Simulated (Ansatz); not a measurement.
Ge (diamond structure), cut as (110) film, 4 layers, monohydride; geometry relaxed with PBE. The relaxation kept the symmetry of its start, so a lower minimum of less symmetry isn't excluded. The in-plane lattice is held at the bulk value. With PBE (Ansatz, a first-principles code) the gap on the k-mesh of the run is 0.83 eV. k-points: Γ-centred 5×7×1 mesh; occupations: Fermi-Dirac, 0.020 eV; spin polarisation not allowed. Spin-orbit coupling is left out.

### Question
What gap does HSE06 in Ansatz give on the same geometry and mesh?

### Answer
1.48 eV, wider by 0.65 eV.
